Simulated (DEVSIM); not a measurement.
Device: Co/SiO2/p-Si capacitor, at 300 K.

```tsv
layer (left to right)	material	thickness (nm)	Na (cm⁻³)
1	SiO2	1.00	-
2	Si	420	1.9e18
```

Metal gate on the left, work function 5 eV. Fixed charge at the semiconductor interface 0 cm⁻² (in units of +e); no interface traps.

Constants are typed, rounded textbook-type inputs, not results; the design itself was drawn at random and stands for no fabricated device. Values at 300 K.

```tsv
parameter	SiO2	Si
gap (eV)	9	1.124
affinity (eV)	0.9	4.05
permittivity	3.9	11.7
Nc (cm⁻³)	-	2.86e19
Nv (cm⁻³)	-	3.1e19
```

Model (solved in DEVSIM): 1D Poisson equation in equilibrium, Boltzmann statistics, complete ionisation; no quantum confinement or tunnelling. Metal contacts follow the ideal Schottky-Mott rule: no Fermi-level pinning, no interface dipoles.

Tabulate band edges, carrier densities and field at 0.6 V on the gate.

Energies count from the Fermi level of the right contact; mesh points crowd at the junctions.

| x (μm) | Ec (eV) | Ev (eV) | n (cm⁻³) | p (cm⁻³) | field (V/cm) |
|---|---|---|---|---|---|
| 0.000 | 3.500 | -5.500 | < 1e2 | < 1e2 | 1600000 |
| 0.0004341 | 3.571 | -5.428 | < 1e2 | < 1e2 | 1600000 |
| 0.0007377 | 3.622 | -5.378 | < 1e2 | < 1e2 | 1600000 |
| 0.001311 | 0.530 | -0.594 | 3.5e10 | 3.3e9 | 540000 |
| 0.002832 | 0.609 | -0.515 | 1.7e9 | 6.9e10 | 500000 |
| 0.004805 | 0.701 | -0.423 | 4.8e7 | 2.4e12 | 440000 |
| 0.008077 | 0.828 | -0.296 | 350000 | 3.3e14 | 340000 |
| 0.01601 | 1.008 | -0.117 | 340 | 3.4e17 | 120000 |
| 0.02666 | 1.050 | -0.074 | < 1e2 | 1.8e18 | 5500 |
| 0.04431 | 1.052 | -0.072 | < 1e2 | 1.9e18 | 15 |
| 0.07358 | 1.052 | -0.072 | < 1e2 | 1.9e18 | ≈ 0 |
| 0.1495 | 1.052 | -0.072 | < 1e2 | 1.9e18 | ≈ 0 |
| 0.2376 | 1.052 | -0.072 | < 1e2 | 1.9e18 | ≈ 0 |
| 0.3109 | 1.052 | -0.072 | < 1e2 | 1.9e18 | ≈ 0 |
| 0.3655 | 1.052 | -0.072 | < 1e2 | 1.9e18 | ≈ 0 |
| 0.3880 | 1.052 | -0.072 | < 1e2 | 1.9e18 | ≈ 0 |
| 0.4015 | 1.052 | -0.072 | < 1e2 | 1.9e18 | ≈ 0 |
| 0.4097 | 1.052 | -0.072 | < 1e2 | 1.9e18 | ≈ 0 |
| 0.4160 | 1.052 | -0.072 | < 1e2 | 1.9e18 | ≈ 0 |
| 0.4185 | 1.052 | -0.072 | < 1e2 | 1.9e18 | ≈ 0 |
| 0.4199 | 1.052 | -0.072 | < 1e2 | 1.9e18 | ≈ 0 |
| 0.4210 | 1.052 | -0.072 | < 1e2 | 1.9e18 | ≈ 0 |
